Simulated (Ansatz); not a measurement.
Input and output of a self-consistent single point for Cr3Cu (Pm-3m, 4 atoms in the cell) (Ansatz, a quantum-chemistry and plane-wave program).

Level of theory: LDA (PW92), PAW files made with PBE (plane waves; Ansatz).

The change in words: lattice scaled by 0.98. Reference geometry:
```xyz
4
Lattice="3.6019 0.0000 0.0000 0.0000 3.6019 0.0000 0.0000 0.0000 3.6019" Properties=species:S:1:pos:R:3 pbc="T T T"
Cr     0.0000     1.8010     1.8010
Cr     1.8010     0.0000     1.8010
Cr     1.8010     1.8010     0.0000
Cu     0.0000     0.0000     0.0000
```

Reference input (self-consistent single point, DFT, LDA (PW92), plane waves, PAW files made with PBE): kpoints.mp_grid.grid = 12 12 12; hamiltonian.xc = lda; hamiltonian.pseudopotentials = {kind: paw} (the program's default PAW files); scf.occupations.method = gaussian; scf.occupations.width = 0.1 eV. This run's input differs from it in these lines:

```diff
@@ -3,5 +3,5 @@
   lattice:
-    - [3.601920, 0.000000, 0.000000]
-    - [0.000000, 3.601920, 0.000000]
-    - [0.000000, 0.000000, 3.601920]
+    - [3.529882, 0.000000, 0.000000]
+    - [0.000000, 3.529882, 0.000000]
+    - [0.000000, 0.000000, 3.529882]
   atoms:
```

Log, with long lists cut:

```
SCF iter   1: F=—  HF=-16534.357210 eV  |F-HF|=—  |Δ(HF+E_count)|=         —  Δρ=6.01e-1  dr2=1.14e2  ethr=3.10e-3  ⟨swp⟩=3.5  Hψ=9246  notcnv=0
all-band conjugate gradients solve this SCF's bands
preconditioner: auto → Kerker (q_TF=auto, 2.881 Å⁻¹)
SCF iter   2: F=—  HF=-16525.613300 eV  |F-HF|=—  |Δ(HF+E_count)|=    8.74e0  Δρ=2.01e-1  dr2=1.62e1  ethr=3.10e-3  ⟨swp⟩=3.4  Hψ=8132  notcnv=0  defer=85
   [... lines left out ...]
SCF iter   9: F=—  HF=-16523.844442 eV  |F-HF|=—  |Δ(HF+E_count)|=   1.84e-4  Δρ=8.81e-4  dr2=3.14e-4  ethr=2.97e-6  ⟨swp⟩=1.2  Hψ=3048  notcnv=0  defer=95
SCF iter  10: F=—  HF=-16523.844408 eV  |F-HF|=—  |Δ(HF+E_count)|=   3.40e-5  Δρ=3.50e-5  dr2=2.82e-7  ethr=5.15e-7  ⟨swp⟩=2.0  Hψ=3904  notcnv=0  defer=95
SCF iter  11: F=—  HF=-16523.844418 eV  |F-HF|=—  |Δ(HF+E_count)|=   9.49e-6  Δρ=2.37e-5  dr2=2.35e-7  ethr=1.64e-10  ⟨swp⟩=8.3  Hψ=12075  notcnv=0
SCF iter  12: F=-16523.844418 eV  HF=-16523.844418 eV  |F-HF|=2.50e-9  |Δ(HF+E_count)|=   3.05e-8  Δρ=2.81e-6  dr2=3.59e-9  ethr=1.64e-10  ⟨swp⟩=2.2  Hψ=9560  notcnv=0
SCF 1 converged in 12 iterations: F = -16523.844418 eV  dr2 = 3.59e-9
Free energy (F): -16523.844418 eV
Internal energy: -16523.826917 eV  (E = F + TS)
E sigma→0 (E₀):  -16523.835667 eV
Entropy (-TS):   -0.017501 eV (-4.375 meV/atom)
Fermi energy:    19.456715 eV
--- Forces (eV/Å), atoms counted from 1 ---
  atom   1  Cr     0.00000000    -0.00000000     0.00000000
   [... zero for the other atoms too ...]
--- Stress (GPa, compression-positive) ---
       -3.137823       0.000000      -0.000000
       -0.000000      -3.137823       0.000000
        0.000000       0.000000      -3.137823
  P = ⅓ Tr σ = -3.1378 GPa (-31.378 kbar)
  The stress holds the Pulay correction. Without it, at fixed plane waves, as pw.x and ABINIT print it: P = -3.2183 GPa
```

The run converged in 12 iterations. Against the reference run the free energy goes down by 44.1 meV/atom and the pressure goes from -16.64 to -3.14 GPa.

The starting cell comes from a database of computed structures (which also holds hypothetical and non-ambient phases and stackings), without a prior relaxation at this level. For this run, on top of that: lattice scaled by 0.98. Spin polarisation is off. With a pressure of about -3 GPa the cell is away from its equilibrium volume at this level. Ansatz's pressure includes its estimate of the finite-basis (Pulay) stress.

Keys are those of Ansatz 0.2.
